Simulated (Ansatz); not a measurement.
Start from Sn in the diamond structure (space group Fd-3m, No. 227; a = 6.5402 Å; relaxed with 0.1 eV smearing).

Level of theory: DFT with PBEsol, PAW potentials and a 420 eV plane-wave cutoff in Ansatz (an electronic-structure program), spin-orbit coupling left out.

Strains are applied to the cell and any free atomic positions relax.

One change was made to it. Results:

| quantity | base | after |
|---|---|---|
| energy relative to the base (free energy F) | 0 meV/atom | +33 meV/atom |
| pressure | 0.0 GPa | -3.0 GPa |
| band gap | zero | zero |

**Question.** What was done to the base?
(A) isotropic strain +3.00 %
(B) isotropic strain −2.50 %
(C) isotropic strain +2.00 %
(D) isotropic strain −0.50 %
(E) isotropic strain −1.00 %

**Answer.** A, isotropic strain +3.00 %. For comparison, the energy relative to the base in the other runs: isotropic strain +2.00 % gives +15 meV/atom; isotropic strain −2.50 % gives +28 meV/atom; isotropic strain −0.50 % gives +1.1 meV/atom; isotropic strain −1.00 % gives +4.3 meV/atom.

Stability against distortions was not tested.
